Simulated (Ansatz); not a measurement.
An Ansatz (a program for electronic structure) input (PBE (Ansatz; PAW; 420 eV plane waves; without spin-orbit coupling), earlier PAW set):

Ansatz 0.2 input:
```yaml
crystal:
  lattice:
    - [0, 2.4385276919, 2.4385276919]
    - [2.4385276919, 0, 2.4385276919]
    - [2.4385276919, 2.4385276919, 0]
  atoms:
    - { symbol: O, position: [0, 0, 0] }
    - { symbol: Cd, position: [0.5, 0.5, 0.5] }
basis: { ecutwfc: 420, ecutrho_ratio: 4, xc_grid: 2, fft_grid_basis: typed }
kpoints: { mp_grid: { grid: [12, 12, 12] } }
hamiltonian:
  xc: pbe
  dispersion: none
  pseudopotentials: { azcp: { folder: ./paw }, kind: paw }
scf: { occupations: { method: fermi_dirac, width: 0.05 }, convergence: { dr2_threshold: 0.0000000002 } }
relax: { f_tol: 0.005, max_steps: 50 }
output: { forces: true, stress: true }
checkpoint: { write: state.ck, write_every: 1000 }
```

Problem. Which symmetry and how many k-points will the program report, and about how many plane waves at Γ?

Solution. Space group Fm-3m (ITA 225) with 48 operations, k-points 72 of 1728, and 537 plane waves at Γ.

Problem. And the final pressure?

Solution. -7.24 GPa (compression positive).

The mesh was chosen for an insulator and is coarse for the gapless case. The cells carry an imposed strain or load. Stability against distortions was not tested. All final runs are without spin polarisation. The cell was made from CdO in the rock salt structure (space group Fm-3m, No. 225) by this change: isotropic strain +2.28 %.
